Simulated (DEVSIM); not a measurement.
**Schottky contact on n-type Si**

Device: Schottky contact on n-type Si, at 300 K.

```tsv
layer (left to right)	material	thickness (μm)	Nd (cm⁻³)	τn (s)	τp (s)
1	Si	0.600	1.3e17	3.8e-6	3.8e-6
```

Left contact: Schottky, work function 4.66 eV, emission velocity 2.4e6 cm/s. Right contact: ohmic. Voltage is applied to the left contact. Recombination: SRH at mid-gap, radiative. Mobility is constant in doping.

The device is made up for the run: typed textbook-type constants, with dimensions and the other settings drawn at random. Values at 300 K.

```tsv
parameter	Si
gap (eV)	1.124
affinity (eV)	4.05
permittivity	11.7
Nc (cm⁻³)	2.86e19
Nv (cm⁻³)	3.1e19
μn (cm²/Vs)	1417
μp (cm²/Vs)	470
B (cm³/s)	4.7e-15
```

Model (solved in DEVSIM): 1D drift-diffusion, Boltzmann statistics, complete ionisation; no tunnelling, impact ionisation, image-force lowering or self-heating. Metal contacts follow the ideal Schottky-Mott rule: no Fermi-level pinning, no interface dipoles.

Potential step across the device at zero bias: 0.471 V
Largest field in the device at zero bias: 130000 V/cm
Dark forward voltage at 1 A/cm²: 0.191 V
Dark forward voltage at 100 A/cm²: 0.311 V

Dark forward current:

(V (V), J (A/cm²)): (0.05, 0.0036); (0.10, 0.029); (0.15, 0.20); (0.20, 1.4); (0.25, 9.6); (0.30, 66); (0.35, 440); (0.40, 2600)
